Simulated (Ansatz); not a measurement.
# CdSe under a change: Se → Ir

The parent structure is CdSe in the zinc blende structure (space group F-43m, No. 216; a = 6.1333 Å).

Now apply this change: full substitution Se → Ir, then cell and atoms are relaxed.

Method: r2SCAN in Ansatz (plane waves to 500 eV, PAW, no spin-orbit coupling), earlier PAW set. Settings: 14×14×14 k-points, 0.05 eV Fermi–Dirac smearing, for the changed cell.

```tsv
quantity	base	changed	shift
lattice parameter a	6.133 Å	5.969 Å	-0.164 Å
space group	F-43m (No. 216)	F-43m (No. 216)	–
shortest interatomic distance	2.656 Å	2.585 Å	-0.071 Å
band gap	1.03 eV	zero	–
```

Final structure:

```
CELL_PARAMETERS angstrom
      0.00000     2.98459     2.98459
      2.98459     0.00000     2.98459
      2.98459     2.98459     0.00000
ATOMIC_POSITIONS crystal
  Ir 0.75000 0.75000 0.75000
  Cd 0.00000 0.00000 0.00000
```

No phonon test of stability was made. As relaxed here, CdIr is a hypothetical phase, not in the database extracts checked. All final runs are without spin polarisation. An odd electron count without spin: CdIr. CdIr has a high density of states at the Fermi level and may be magnetic at this level.

Ansatz is a quantum-chemistry and plane-wave program.
